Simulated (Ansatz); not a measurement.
**Si: transverse stress against strain**

Si (diamond, Fd-3m, 20.172 Å³/atom at rest, cube axes along x, y and z) under a strain ε along a cube axis (axis z), the other axes held. r2SCAN in Ansatz, a plane-wave DFT program (PAW, default set), 500 eV, 10×10×10 Γ-centred mesh, Fermi-Dirac smearing 0.05 eV; ions are relaxed within the symmetry of each cell. Stress is positive for a compressed cell.

Here s stands for strain and y for stress xx.

```
strain (%)  stress xx (GPa)
----------  ---------------
-3.00                     ?
-1.50                  0.98
-1.00                  0.64
-0.50                  0.31
0.00                   0.00
0.50                  -0.31
1.00                  -0.59
1.50                  -0.87
```

**Question.** Using a straight line, estimate the missing y at s = -3.00 from the other rows, showing the fit.

**Answer.** Means: s 0, y 0.023. About the means, the sum of products is -4.3150 and the sum of squares of s is 7.0000; the slope is their ratio. Least squares gives y = 0.023 - 0.6164·s. Residuals (row less fit): 0.032, 0.001, -0.021, -0.023, -0.025, 0.003, 0.032; standard error 0.027 (degrees of freedom: 5). The slope gives the elastic constant C12 = 62 ± 1.0 GPa. At the withheld row, y = 0.023 - 0.6164 × (-3.0) = 1.872 GPa. The calculation gives 2.08 GPa, 0.208 GPa above the prediction (7.1 % of the range of y in the table). The row lies outside the fitted rows, so this is an extrapolation. From the scatter of the fitted rows alone, a prediction at this place has a standard error of 0.042 GPa, so the miss is 5.0 times that.

One order more, fitted to all 13 runs of the series, follows each within 0.01, so the miss is the next term of a smooth law. Rows are the converged runs of the series near zero and its far end; series whose fitted rows scatter by over a few per cent of the range, as at a crossing or softening among them, aren't shown in this form. Most that stay on the fit to the last digits aren't either.
